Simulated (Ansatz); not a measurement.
Si well of 16 atomic layers along [001] in random Si0.7Ge0.3, interfaces graded over 4 layers

Prepared with LAMMPS with Tersoff's 1989 multicomponent potential (SiCGe.tersoff): minimisation. Geometry as solved with PBE, support functions at accuracy medium on the grid of 370 eV (Ansatz, an electronic-structure program).

```xyz
720
Lattice="16.67 0.00 0.00 0.00 16.67 0.00 0.00 0.00 55.03" Properties=species:S:1:pos:R:3 pbc="T T T"
Si    -0.01    -0.02     0.05
Ge     1.39     1.41     1.39
Si     2.83     2.78     0.00
Si     4.15     4.14     1.42
Ge     2.81    -0.04     2.83
Si     4.22     1.40     4.18
Si     0.00     2.82     2.79
Si     1.36     4.21     4.13
Si    -0.03    -0.05     5.54
Ge     1.33     1.40     6.93
Ge     2.79     2.83     5.53
Si     4.19     4.17     7.00
Ge     2.83     0.02     8.33
Si     4.23     1.42     9.71
Si    -0.05     2.82     8.31
Ge     1.37     4.20     9.70
Si     0.00     0.03    11.15
Si     1.36     1.39    12.52
Ge     2.78     2.74    11.11
Ge     4.19     4.18    12.54
Ge     2.77     0.01    13.92
Si     4.19     1.40    15.30
Si     0.02     2.81    13.87
Si     1.39     4.17    15.26
Si     0.02    -0.02    16.67
Si     1.40     1.39    18.00
Si     2.78     2.79    16.63
Si     4.16     4.17    18.01
Si     2.79     0.01    19.37
Si     4.17     1.39    20.72
Si     0.00     2.78    19.36
Si     1.39     4.17    20.72
Si     0.00     0.00    22.07
Si     1.39     1.39    23.42
Si     2.78     2.78    22.07
Si     4.17     4.17    23.43
Si     2.78     0.00    24.78
Si     4.17     1.39    26.13
Si     0.00     2.78    24.78
Si     1.39     4.17    26.14
Si     0.00     0.00    27.49
Si     1.39     1.39    28.84
Si     2.78     2.78    27.49
Si     4.17     4.17    28.84
Si     2.78    -0.01    30.19
Si     4.16     1.38    31.54
Si     0.00     2.78    30.20
Si     1.39     4.17    31.55
Si     0.01     0.00    32.91
Si     1.39     1.39    34.27
Si     2.78     2.77    32.90
Si     4.19     4.15    34.24
Si     2.79     0.00    35.61
Si     4.20     1.36    36.96
Si    -0.01     2.79    35.62
Si     1.35     4.19    36.97
Ge    -0.04    -0.03    38.33
Ge     1.37     1.41    39.77
Ge     2.80     2.81    38.34
Si     4.19     4.19    39.76
Ge     2.84     0.00    41.14
Si     4.21     1.45    42.52
Si     0.00     2.78    41.20
Si     1.39     4.17    42.52
Si    -0.01     0.04    43.91
Si     1.38     1.44    45.24
Si     2.80     2.81    43.89
Si     4.17     4.17    45.28
Ge     2.74     0.02    46.66
Ge     4.19     1.41    48.09
Si     0.04     2.84    46.61
Si     1.43     4.17    48.01
Si     0.05     0.02    49.42
Si     1.39     1.42    50.79
Si     2.76     2.82    49.45
Si     4.19     4.13    50.83
Ge     2.81     0.04    52.20
Si     4.19     1.45    53.61
Si     0.03     2.74    52.22
Ge     1.41     4.13    53.63
Ge    -0.04     5.56     0.01
Si     1.40     6.94     1.39
Ge     2.81     8.33    -0.01
Si     4.23     9.74     1.37
Si     2.75     5.54     2.74
Ge     4.15     6.97     4.12
Ge    -0.01     8.32     2.81
Si     1.38     9.74     4.20
Si    -0.03     5.52     5.54
Ge     1.40     6.94     6.92
Si     2.77     8.38     5.53
Si     4.14     9.72     6.93
Si     2.82     5.57     8.34
Si     4.16     6.91     9.76
Si     0.00     8.33     8.31
Ge     1.41     9.69     9.72
Si     0.00     5.57    11.15
Si     1.39     6.95    12.51
Si     2.81     8.30    11.15
Si     4.17     9.71    12.51
Si     2.74     5.56    13.90
Ge     4.16     6.95    15.28
Si     0.04     8.31    13.93
Si     1.40     9.72    15.29
Si     0.00     5.54    16.64
Si     1.38     6.94    18.01
Si     2.76     8.36    16.68
Si     4.16     9.74    18.02
Si     2.78     5.56    19.36
Si     4.16     6.95    20.72
Si     0.01     8.33    19.38
Si     1.39     9.72    20.73
Si     0.00     5.56    22.07
Si     1.39     6.94    23.43
Si     2.78     8.33    22.08
Si     4.17     9.73    23.43
Si     2.78     5.56    24.78
Si     4.17     6.95    26.13
Si     0.00     8.34    24.78
Si     1.39     9.73    26.13
Si     0.00     5.56    27.49
Si     1.39     6.95    28.84
Si     2.78     8.34    27.49
Si     4.17     9.73    28.84
Si     2.78     5.56    30.19
Si     4.17     6.94    31.55
Si     0.00     8.34    30.19
Si     1.39     9.73    31.54
Si     0.00     5.56    32.89
Si     1.36     6.99    34.23
Si     2.78     8.35    32.89
Si     4.16     9.72    34.27
Ge     2.78     5.58    35.60
Si     4.18     6.97    37.01
Si    -0.01     8.35    35.62
Si     1.39     9.72    36.99
Si     0.02     5.59    38.34
Si     1.39     6.94    39.74
Si     2.77     8.33    38.37
Si     4.13     9.75    39.70
Si     2.75     5.53    41.10
Ge     4.15     6.91    42.53
Si     0.00     8.32    41.11
Si     1.41     9.68    42.47
Si     0.00     5.56    43.89
Si     1.40     6.91    45.27
Si     2.74     8.32    43.91
Si     4.16     9.66    45.27
Si     2.79     5.56    46.65
Si     4.13     6.96    48.03
Ge    -0.02     8.31    46.65
Si     1.37     9.70    48.08
Ge     0.02     5.58    49.41
Si     1.44     6.96    50.79
Si     2.78     8.35    49.42
Si     4.12     9.71    50.84
Ge     2.82     5.56    52.20
Si     4.20     6.93    53.63
Ge     0.04     8.31    52.22
Si     1.42     9.74    53.62
Ge     0.01    11.12    -0.01
Si     1.38    12.55     1.38
Si     2.81    13.86     0.01
Si     4.17    15.24     1.39
Ge     2.76    11.10     2.75
Ge     4.17    12.55     4.17
Si     0.01    13.90     2.80
Si     1.36    15.25     4.21
Si     0.00    11.12     5.54
Si     1.40    12.48     6.93
Si     2.74    13.91     5.58
Si     4.16    15.29     6.88
Si     2.77    11.09     8.28
Ge     4.17    12.45     9.71
Ge    -0.03    13.88     8.31
Ge     1.38    15.31     9.76
Ge     0.00    11.16    11.14
Si     1.40    12.49    12.59
Ge     2.79    13.88    11.19
Si     4.20    15.28    12.55
Si     2.79    11.08    13.90
Si     4.20    12.47    15.24
Si     0.01    13.86    13.94
Si     1.35    15.27    15.29
Si     0.00    11.11    16.64
Si     1.37    12.47    18.03
Ge     2.80    13.87    16.64
Si     4.20    15.30    18.02
Si     2.77    11.11    19.38
Si     4.17    12.51    20.72
Si     0.00    13.89    19.37
Si     1.39    15.28    20.71
Si     0.00    11.11    22.08
Si     1.39    12.50    23.42
Si     2.78    13.90    22.07
Si     4.17    15.28    23.43
Si     2.78    11.11    24.78
Si     4.17    12.50    26.13
Si     0.00    13.89    24.78
Si     1.39    15.28    26.13
Si     0.00    11.12    27.49
Si     1.39    12.51    28.84
Si     2.78    13.89    27.48
Si     4.17    15.28    28.84
Si     2.78    11.12    30.19
Si     4.17    12.50    31.55
Si     0.00    13.89    30.20
Si     1.40    15.28    31.55
Si     0.00    11.11    32.90
Si     1.39    12.49    34.26
Si     2.78    13.89    32.91
Si     4.18    15.28    34.26
Si     2.77    11.10    35.62
Si     4.18    12.47    36.96
Si     0.00    13.88    35.62
Si     1.40    15.27    36.94
Si    -0.01    11.09    38.36
Si     1.35    12.47    39.75
Ge     2.79    13.87    38.37
Si     4.22    15.29    39.73
Si     2.74    11.08    41.08
Ge     4.14    12.51    42.46
Si    -0.03    13.86    41.10
Ge     1.35    15.27    42.52
Ge    -0.04    11.08    43.83
Ge     1.36    12.52    45.28
Si     2.77    13.88    43.89
Ge     4.20    15.29    45.23
Ge     2.78    11.06    46.68
Ge     4.20    12.56    48.05
Si    -0.02    13.93    46.69
Si     1.37    15.28    48.07
Si     0.01    11.12    49.40
Ge     1.44    12.48    50.81
Si     2.79    13.95    49.44
Si     4.20    15.27    50.82
Si     2.81    11.08    52.26
Si     4.17    12.50    53.63
Ge    -0.02    13.87    52.24
Ge     1.41    15.28    53.68
Ge     5.51     0.01    -0.01
Ge     6.97     1.42     1.39
Si     8.33     2.78    -0.08
Ge     9.71     4.16     1.37
Si     8.39     0.01     2.78
Si     9.73     1.38     4.17
Si     5.55     2.80     2.80
Si     6.97     4.14     4.16
Si     5.56     0.04     5.58
Si     6.95     1.41     6.95
Si     8.32     2.74     5.53
Ge     9.71     4.15     6.96
Si     8.38     0.06     8.30
Si     9.73     1.40     9.72
Si     5.59     2.80     8.35
Si     6.95     4.18     9.74
Ge     5.58     0.03    11.16
Si     6.98     1.43    12.55
Si     8.33     2.77    11.11
Si     9.71     4.12    12.49
Si     8.32     0.02    13.92
Si     9.72     1.38    15.28
Si     5.59     2.76    13.94
Si     6.94     4.14    15.32
Si     5.57     0.00    16.65
Si     6.96     1.39    18.01
Si     8.35     2.77    16.65
Si     9.72     4.16    18.02
Si     8.33     0.00    19.37
Si     9.72     1.39    20.73
Si     5.56     2.77    19.36
Si     6.94     4.17    20.72
Si     5.56     0.00    22.07
Si     6.95     1.39    23.43
Si     8.33     2.78    22.07
Si     9.72     4.17    23.43
Si     8.34     0.00    24.78
Si     9.73     1.39    26.14
Si     5.56     2.78    24.78
Si     6.95     4.17    26.13
Si     5.56     0.00    27.49
Si     6.94     1.39    28.84
Si     8.34     2.78    27.49
Si     9.73     4.17    28.84
Si     8.33     0.00    30.19
Si     9.72     1.39    31.54
Si     5.55     2.78    30.19
Si     6.95     4.17    31.54
Si     5.55     0.00    32.89
Si     6.93     1.40    34.22
Si     8.33     2.79    32.89
Si     9.71     4.17    34.25
Ge     8.33    -0.01    35.61
Si     9.70     1.43    36.98
Si     5.56     2.77    35.61
Si     6.93     4.16    36.98
Si     5.58     0.00    38.36
Si     6.95     1.39    39.74
Si     8.30     2.77    38.35
Ge     9.73     4.16    39.75
Si     8.33     0.01    41.12
Si     9.73     1.40    42.48
Si     5.58     2.79    41.12
Si     6.95     4.16    42.51
Si     5.58     0.03    43.83
Ge     6.97     1.40    45.26
Si     8.38     2.81    43.86
Si     9.73     4.18    45.26
Si     8.34     0.02    46.72
Si     9.71     1.43    48.04
Si     5.55     2.80    46.64
Ge     6.99     4.17    48.01
Si     5.60    -0.02    49.48
Si     6.96     1.40    50.84
Si     8.36     2.77    49.46
Si     9.73     4.16    50.83
Si     8.35     0.05    52.22
Si     9.72     1.41    53.62
Si     5.58     2.78    52.21
Si     6.97     4.15    53.57
Ge     5.57     5.52     0.01
Si     6.95     6.92     1.43
Ge     8.33     8.27    -0.01
Ge     9.70     9.74     1.41
Si     8.32     5.55     2.81
Si     9.68     6.91     4.22
Si     5.59     8.35     2.74
Si     6.97     9.68     4.15
Ge     5.59     5.55     5.58
Si     6.99     6.97     6.97
Si     8.34     8.33     5.56
Si     9.74     9.70     6.92
Si     8.31     5.56     8.36
Si     9.72     6.92     9.67
Ge     5.53     8.34     8.35
Si     6.91     9.75     9.74
Si     5.58     5.56    11.11
Si     6.91     6.95    12.50
Ge     8.32     8.31    11.07
Ge     9.74     9.75    12.49
Ge     8.32     5.54    13.90
Si     9.71     6.95    15.32
Si     5.57     8.35    13.87
Si     6.92     9.70    15.29
Si     5.57     5.53    16.67
Si     6.94     6.94    18.01
Si     8.32     8.34    16.65
Si     9.72     9.73    18.00
Si     8.33     5.55    19.37
Si     9.72     6.95    20.72
Si     5.55     8.34    19.36
Si     6.94     9.73    20.71
Si     5.55     5.56    22.07
Si     6.94     6.95    23.42
Si     8.33     8.34    22.07
Si     9.72     9.73    23.42
Si     8.33     5.56    24.78
Si     9.72     6.95    26.13
Si     5.56     8.34    24.78
Si     6.95     9.73    26.13
Si     5.56     5.56    27.49
Si     6.95     6.95    28.84
Si     8.34     8.34    27.49
Si     9.72     9.72    28.84
Si     8.34     5.56    30.19
Si     9.72     6.95    31.56
Si     5.56     8.34    30.20
Si     6.95     9.72    31.56
Si     5.57     5.56    32.90
Si     6.94     6.94    34.27
Si     8.34     8.34    32.92
Si     9.73     9.73    34.27
Si     8.33     5.55    35.63
Si     9.73     6.96    36.97
Si     5.56     8.33    35.63
Si     6.95     9.72    36.98
Si     5.54     5.54    38.34
Ge     6.97     6.93    39.71
Si     8.35     8.34    38.31
Ge     9.74     9.73    39.72
Si     8.32     5.53    41.15
Ge     9.75     6.93    42.51
Ge     5.55     8.38    41.12
Si     6.99     9.72    42.52
Si     5.59     5.51    43.92
Si     6.95     6.92    45.27
Si     8.31     8.31    43.89
Ge     9.76     9.68    45.26
Si     8.38     5.58    46.63
Si     9.75     6.93    48.05
Si     5.53     8.27    46.63
Ge     6.93     9.65    48.04
Ge     5.55     5.58    49.44
Si     7.01     6.93    50.83
Si     8.37     8.29    49.44
Si     9.69     9.73    50.81
Si     8.35     5.53    52.21
Si     9.72     6.89    53.60
Ge     5.56     8.31    52.20
Ge     6.94     9.77    53.62
Si     5.55    11.16     0.01
Si     6.91    12.49     1.42
Ge     8.35    13.87     0.02
Si     9.75    15.30     1.40
Si     8.28    11.12     2.79
Ge     9.73    12.52     4.17
Si     5.57    13.91     2.75
Ge     6.96    15.31     4.17
Ge     5.60    11.09     5.56
Si     7.01    12.51     6.92
Si     8.35    13.92     5.59
Si     9.72    15.33     6.92
Ge     8.36    11.10     8.35
Si     9.73    12.51     9.77
Ge     5.57    13.90     8.28
Ge     7.02    15.30     9.71
Si     5.56    11.09    11.15
Si     6.91    12.53    12.48
Si     8.34    13.86    11.12
Ge     9.73    15.29    12.52
Ge     8.30    11.15    13.92
Si     9.74    12.54    15.30
Si     5.57    13.90    13.89
Si     6.95    15.29    15.27
Si     5.55    11.10    16.64
Si     6.95    12.50    17.99
Si     8.34    13.91    16.64
Si     9.72    15.29    18.01
Si     8.33    11.12    19.36
Si     9.72    12.51    20.71
Si     5.57    13.89    19.36
Si     6.95    15.28    20.72
Si     5.56    11.12    22.07
Si     6.95    12.50    23.42
Si     8.34    13.89    22.08
Si     9.73    15.28    23.43
Si     8.34    11.11    24.78
Si     9.72    12.50    26.13
Si     5.56    13.89    24.78
Si     6.95    15.28    26.13
Si     5.56    11.11    27.49
Si     6.95    12.50    28.84
Si     8.33    13.89    27.49
Si     9.73    15.28    28.84
Si     8.33    11.11    30.20
Si     9.73    12.50    31.54
Si     5.56    13.89    30.20
Si     6.95    15.28    31.54
Si     5.56    11.11    32.92
Si     6.95    12.51    34.27
Si     8.33    13.88    32.89
Si     9.75    15.25    34.22
Si     8.33    11.12    35.63
Si     9.73    12.51    36.98
Si     5.56    13.88    35.63
Si     6.93    15.25    37.02
Si     5.54    11.08    38.33
Ge     6.94    12.49    39.73
Si     8.36    13.90    38.35
Si     9.70    15.28    39.76
Si     8.33    11.09    41.14
Ge     9.73    12.51    42.51
Si     5.57    13.93    41.11
Si     6.94    15.31    42.48
Ge     5.56    11.10    43.91
Si     6.94    12.56    45.27
Si     8.29    13.92    43.88
Ge     9.71    15.31    45.28
Ge     8.32    11.13    46.64
Ge     9.73    12.52    48.10
Si     5.62    13.94    46.66
Si     6.96    15.30    48.07
Ge     5.57    11.11    49.50
Si     6.97    12.52    50.87
Si     8.30    13.93    49.48
Si     9.65    15.32    50.83
Si     8.36    11.13    52.21
Si     9.71    12.48    53.61
Si     5.53    13.86    52.21
Ge     6.94    15.28    53.58
Si    11.06     0.04     0.02
Si    12.46     1.37     1.41
Ge    13.85     2.81     0.03
Si    15.27     4.18     1.45
Si    13.86    -0.02     2.75
Ge    15.26     1.38     4.16
Si    11.10     2.74     2.79
Ge    12.48     4.16     4.18
Si    11.12     0.00     5.54
Si    12.46     1.39     6.94
Si    13.87     2.76     5.60
Si    15.25     4.16     6.92
Ge    13.87    -0.03     8.31
Ge    15.28     1.42     9.75
Si    11.13     2.75     8.36
Si    12.52     4.14     9.69
Si    11.11     0.03    11.09
Si    12.46     1.43    12.47
Si    13.87     2.82    11.14
Si    15.29     4.18    12.50
Ge    13.83     0.00    13.88
Ge    15.30     1.42    15.29
Si    11.07     2.75    13.86
Ge    12.49     4.17    15.26
Si    11.10     0.00    16.65
Si    12.50     1.38    18.01
Si    13.88     2.79    16.69
Si    15.28     4.18    18.02
Si    13.89     0.00    19.37
Si    15.28     1.39    20.71
Si    11.11     2.77    19.37
Si    12.50     4.16    20.72
Si    11.11     0.00    22.08
Si    12.50     1.39    23.43
Si    13.90     2.78    22.07
Si    15.28     4.17    23.43
Si    13.89     0.00    24.78
Si    15.28     1.39    26.13
Si    11.11     2.78    24.78
Si    12.50     4.17    26.13
Si    11.12     0.00    27.49
Si    12.51     1.39    28.84
Si    13.89     2.78    27.49
Si    15.28     4.17    28.84
Si    13.90     0.00    30.20
Si    15.28     1.39    31.56
Si    11.11     2.78    30.19
Si    12.50     4.17    31.55
Si    11.12     0.00    32.89
Si    12.49     1.39    34.25
Si    13.89     2.79    32.91
Si    15.29     4.18    34.25
Si    13.90     0.02    35.58
Si    15.25     1.41    36.95
Si    11.09     2.78    35.60
Ge    12.50     4.19    36.99
Ge    11.09     0.04    38.39
Si    12.52     1.43    39.76
Si    13.89     2.76    38.36
Ge    15.31     4.16    39.74
Ge    13.91     0.00    41.14
Si    15.28     1.42    42.56
Si    11.15     2.77    41.15
Si    12.49     4.16    42.55
Si    11.11     0.04    43.86
Si    12.47     1.44    45.24
Si    13.89     2.80    43.91
Si    15.29     4.19    45.27
Ge    13.89     0.02    46.59
Ge    15.33     1.42    48.02
Si    11.09     2.79    46.64
Si    12.46     4.19    48.00
Ge    11.07     0.01    49.45
Si    12.44     1.43    50.84
Ge    13.84     2.81    49.43
Ge    15.28     4.18    50.89
Ge    13.85     0.04    52.21
Ge    15.31     1.39    53.65
Si    11.09     2.80    52.23
Si    12.47     4.19    53.60
Si    11.10     5.54    -0.06
Ge    12.51     6.90     1.37
Ge    13.92     8.37    -0.02
Si    15.28     9.75     1.42
Si    13.91     5.54     2.81
Si    15.26     6.91     4.21
Ge    11.09     8.30     2.83
Ge    12.55     9.73     4.22
Si    11.10     5.58     5.58
Si    12.50     6.94     6.95
Si    13.93     8.30     5.61
Si    15.33     9.70     6.92
Si    13.86     5.52     8.30
Ge    15.28     6.91     9.69
Si    11.08     8.30     8.30
Ge    12.43     9.73     9.70
Ge    11.11     5.53    11.10
Si    12.52     6.89    12.54
Ge    13.85     8.31    11.14
Ge    15.28     9.72    12.58
Si    13.93     5.56    13.88
Si    15.32     6.92    15.25
Ge    11.14     8.31    13.93
Si    12.50     9.78    15.29
Si    11.08     5.57    16.67
Si    12.48     6.93    18.03
Ge    13.91     8.34    16.64
Si    15.31     9.74    18.03
Si    13.89     5.56    19.37
Si    15.28     6.95    20.72
Si    11.10     8.34    19.36
Si    12.50     9.73    20.71
Si    11.11     5.56    22.07
Si    12.50     6.95    23.43
Si    13.89     8.34    22.08
Si    15.28     9.73    23.43
Si    13.89     5.56    24.78
Si    15.28     6.95    26.14
Si    11.11     8.34    24.78
Si    12.50     9.73    26.13
Si    11.11     5.56    27.48
Si    12.50     6.95    28.84
Si    13.89     8.34    27.49
Si    15.28     9.73    28.84
Si    13.89     5.56    30.19
Si    15.28     6.95    31.54
Si    11.11     8.33    30.20
Si    12.50     9.72    31.54
Si    11.11     5.56    32.91
Si    12.51     6.96    34.26
Si    13.90     8.34    32.90
Si    15.28     9.73    34.26
Si    13.92     5.59    35.60
Si    15.29     6.97    36.99
Si    11.13     8.35    35.62
Si    12.51     9.74    36.99
Si    11.10     5.62    38.37
Si    12.49     6.99    39.72
Si    13.90     8.35    38.36
Si    15.29     9.71    39.73
Ge    13.87     5.59    41.15
Si    15.31     6.97    42.53
Si    11.15     8.35    41.12
Si    12.53     9.72    42.49
Si    11.15     5.53    43.93
Si    12.52     6.93    45.27
Si    13.88     8.32    43.88
Si    15.24     9.69    45.24
Si    13.88     5.55    46.65
Si    15.22     6.93    48.04
Si    11.15     8.28    46.68
Si    12.47     9.67    48.07
Si    11.11     5.53    49.43
Si    12.50     6.90    50.80
Si    13.85     8.29    49.42
Ge    15.26     9.73    50.80
Si    13.85     5.58    52.25
Si    15.26     6.94    53.60
Ge    11.10     8.32    52.21
Si    12.52     9.73    53.60
Ge    11.15    11.14    -0.02
Si    12.52    12.51     1.44
Ge    13.92    13.88     0.03
Si    15.30    15.29     1.44
Si    13.92    11.14     2.79
Si    15.29    12.51     4.16
Si    11.14    13.92     2.77
Si    12.50    15.29     4.16
Si    11.12    11.12     5.60
Si    12.50    12.53     6.90
Si    13.88    13.89     5.51
Si    15.25    15.26     6.89
Ge    13.91    11.12     8.29
Si    15.24    12.52     9.74
Ge    11.10    13.92     8.34
Si    12.49    15.29     9.77
Si    11.12    11.18    11.13
Si    12.51    12.52    12.52
Si    13.85    13.88    11.10
Ge    15.29    15.24    12.49
Si    13.87    11.16    13.93
Si    15.27    12.51    15.30
Si    11.13    13.88    13.92
Si    12.47    15.26    15.30
Si    11.10    11.13    16.66
Si    12.50    12.51    18.01
Si    13.89    13.90    16.65
Si    15.28    15.28    18.02
Si    13.90    11.12    19.37
Si    15.28    12.51    20.73
Si    11.11    13.90    19.36
Si    12.50    15.28    20.72
Si    11.11    11.12    22.07
Si    12.50    12.50    23.43
Si    13.89    13.89    22.08
Si    15.28    15.28    23.43
Si    13.89    11.12    24.78
Si    15.28    12.51    26.13
Si    11.11    13.89    24.78
Si    12.51    15.28    26.14
Si    11.11    11.11    27.49
Si    12.50    12.50    28.84
Si    13.90    13.90    27.49
Si    15.29    15.28    28.84
Si    13.89    11.12    30.19
Si    15.28    12.50    31.55
Si    11.12    13.89    30.19
Si    12.51    15.28    31.54
Si    11.11    11.11    32.90
Si    12.51    12.49    34.25
Si    13.89    13.89    32.90
Si    15.29    15.28    34.25
Si    13.90    11.12    35.62
Si    15.29    12.48    36.99
Si    11.10    13.86    35.59
Ge    12.52    15.26    36.97
Si    11.14    11.15    38.34
Si    12.50    12.50    39.74
Si    13.91    13.84    38.38
Si    15.27    15.22    39.74
Si    13.88    11.09    41.09
Si    15.24    12.49    42.43
Si    11.13    13.92    41.10
Si    12.46    15.30    42.51
Si    11.17    11.09    43.87
Si    12.48    12.48    45.27
Ge    13.88    13.89    43.88
Si    15.32    15.29    45.26
Ge    13.88    11.09    46.68
Si    15.31    12.51    48.04
Si    11.11    13.86    46.63
Ge    12.51    15.24    48.03
Si    11.11    11.05    49.44
Ge    12.51    12.47    50.81
Si    13.92    13.85    49.40
Ge    15.28    15.29    50.78
Si    13.88    11.10    52.25
Si    15.25    12.47    53.61
Ge    11.05    13.90    52.21
Ge    12.45    15.31    53.66
```
